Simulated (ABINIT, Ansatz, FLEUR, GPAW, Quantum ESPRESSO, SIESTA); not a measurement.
**WO2F (C2/c, 8 atoms in the cell) computed with different codes at matched settings**

Self-consistent single point, at a second geometry (lattice scaled by 0.98). First geometry:

```
WO2F
1.0
    4.83957    -2.67728     0.00000
    4.83957     2.67728     0.00000
   -2.96845     0.00000     4.46549
W O F
2 4 2
Direct
  0.50000   0.00000   0.00000
  0.00000   0.50000   0.50000
  0.24749   0.23951   0.73953
  0.75251   0.76049   0.26047
  0.76049   0.75251   0.76047
  0.23951   0.24749   0.23953
  0.26793   0.73207   0.75000
  0.73207   0.26793   0.25000
```

Shared settings, as Ansatz (an electronic-structure program) writes them: kpoints.mp_grid.grid = 4 4 4; scf.occupations.method = gaussian; scf.occupations.width = 0.136 eV. Potentials and cutoffs stand in the table.

```tsv
code	model	ΔF from the first geometry (meV/atom)	pressure (GPa)	largest force (eV/Å)	cutoff
Ansatz	PBEsol, PAW files made with PBE	25.6	11.80	0.052	default
SIESTA	GGA PBEsol, numerical atomic orbitals DZP, PseudoDojo PBEsol standard norm-conserving potentials (rewritten from UPF to PSML)	44.7	16.32	0.107	grid 300 Ry
GPAW	PBEsol, GPAW PAW datasets PBEsol (made by gpaw-setup)	22.6	–	0.047	950 eV
FLEUR	PBEsol, all-electron FLAPW (FLEUR), scalar-relativistic valence	–	–	0.043	Kmax 4.7 1/bohr
Quantum ESPRESSO	PBEsol, GBRV 1.5 ultrasoft (PBESOL) pseudopotentials	36.1	13.05	0.069	40 Ry
ABINIT	PBEsol, norm-conserving pseudopotentials (PseudoDojo nc-sr-04 PBEsol standard)	21.7	11.29	0.045	1143 eV
```

For Quantum ESPRESSO (by 1.3 GPa) the energy change implies a higher mean pressure, against the two pressures, than for the other programs: a sign of finite-basis (Pulay) stress.

A dash marks a value that a program does not give, or that is left out as unsure.

On Ansatz's run: spin-orbit coupling is off. Spin polarisation is off.

The spread over the programs that give each value: ΔF from the first geometry within 23.0 meV/atom; pressure within 5.03 GPa; largest force within 0.064 eV/Å.

SIESTA uses small atom-centred bases, whose incompleteness enters pressures, forces and empty levels differently from a plane-wave cutoff. FLEUR treats all electrons, but the usual bases taken here (sphere radii, linearisation, local orbitals, empty states) were not tested for convergence, so the values are no reference for the others. Ansatz's pressure is given at a fixed set of plane waves, as the other plane-wave codes print theirs; with its correction for the finite basis it is 12.21 GPa (the shift of 0.41 GPa shows how far the cutoff is from converged). The pressure of GPAW is left out: its cutoff lies under the one at which its stress was checked. In the pressure, SIESTA (by 4.51) and Quantum ESPRESSO (by 1.25) lie more than 1 GPa from the median of the plane-wave programs.

The starting cell comes from a database of computed structures (which also holds hypothetical and non-ambient phases and stackings), without a prior relaxation at this level. For this run, on top of that: lattice scaled by 0.98.

Left out of this page: CP2K (unsound by tests on forces, stress, charge or solver warnings).

Keys are those of Ansatz 0.2.
